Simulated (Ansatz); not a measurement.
The parent structure is a 16-atom supercell of BN in the h-BN type structure (space group P6_3/mmc, No. 194; layered, stacked along the Cartesian z axis) at its relaxed geometry.

```
CELL_PARAMETERS angstrom
      5.01288     0.00000     0.00000
     -2.50644     4.34128     0.00000
     -1.25322    -2.17064     6.61469
ATOMIC_POSITIONS crystal
  B  0.29167 0.45833 0.25000
  B  0.29167 0.95833 0.25000
  B  0.79167 0.45833 0.25000
  B  0.79167 0.95833 0.25000
  B  0.70833 0.54167 0.75000
  B  0.70833 0.04167 0.75000
  B  0.20833 0.54167 0.75000
  B  0.20833 0.04167 0.75000
  N  0.54167 0.70833 0.75000
  N  0.54167 0.20833 0.75000
  N  0.04167 0.70833 0.75000
  N  0.04167 0.20833 0.75000
  N  0.45833 0.29167 0.25000
  N  0.45833 0.79167 0.25000
  N  0.95833 0.29167 0.25000
  N  0.95833 0.79167 0.25000
```

Calculations: Kohn–Sham DFT with the PBE-D3(BJ) functional, run in Ansatz (a quantum-chemistry and plane-wave program) with PAW and 420 eV plane waves, no spin-orbit coupling.

Before the change:

Pressure: 0.0 GPa

It is then changed as follows: a neutral N interstitial (started 1.99 Å from the nearest host atom), atoms relaxed at fixed cell, starting from a slightly rattled geometry.

**Question.** Estimate the effect on the pressure.

**Answer.** The pressure goes from zero to 4.9 GPa.

**Question.** How does this affect the largest displacement of a host atom from its site in the perfect cell?

**Answer.** The largest displacement of a host atom from its site in the perfect cell is 0.29 Å.

**Question.** Predict the new final site of the added atom.

**Answer.** The final site of the added atom comes out as 2 B at 1.49–1.73 Å and 1 N at 1.53 Å.

The magnetic state is the one reached from the starting moments; the real material's order can differ, and small cells can't hold many antiferromagnetic ones. In so small a cell the defect repeats every few ångströms: this is an ordered compound, not a dilute defect. A case with no gap was solved on a k-mesh chosen for an insulator, which is coarse for it. The defect cell is spin-polarised and ends with 1.0 μB. The D3 term's C6 switches between coordination references near this geometry, which can add small steps to energies.
